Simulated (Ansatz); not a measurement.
The starting structures come from a database of crystals and need not be the phases stable at ambient conditions.

By PBEsol, the system below comes out a metal.

A figure of merit of an interconnect metal is its ballistic conductance per area.

Here is the system:

```yaml
crystal:
  lattice:
    - [3.71020, 0.00000, 0.00000]
    - [0.00000, 3.71020, 0.00000]
    - [1.85510, -1.85510, 2.62351]
  atoms:
    - { symbol: Zr, position: [0.00000, 0.00000, 0.00000] }
    - { symbol: S, position: [0.50000, 0.50000, 0.00000] }
```

Space group of this cell: Fm-3m, rock salt. The cell is taken as given; by PBEsol its mean pressure is -6.2 GPa.

The current flows along the normal of the first two printed cell vectors, the (001) plane of the conventional cell. No spin-orbit coupling; the value is a mean over 0.1 eV about the Fermi level.

Question: Predict the ballistic conductance per area from PBEsol in Ansatz (an electronic-structure program).

Answer: 1.2 × 10¹⁵ S/m² for both spins.
